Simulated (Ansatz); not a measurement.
The reference is Re in the hcp (Mg type) structure (space group P6_3/mmc, No. 194; a = 2.752 Å, c = 4.440 Å; relaxed with 0.1 eV smearing).

Calculations: PBEsol in Ansatz (plane waves to 420 eV, PAW, no spin-orbit coupling).

For the base:

| Item | Value |
|---|---|
| Pressure | 0.0 GPa |

Perturbation: every lattice vector is stretched by 3.00 %, atoms relaxed at fixed cell.

Question: Predict the new energy relative to the base and pressure.

Answer: The energy goes up by 130 meV/atom; the pressure (mean of the normal stresses, compression positive) goes from zero to -28.4 GPa.

The cells carry an imposed strain or load. Stability against distortions was not tested. All final runs are without spin polarisation.

Ansatz is an electronic-structure program.
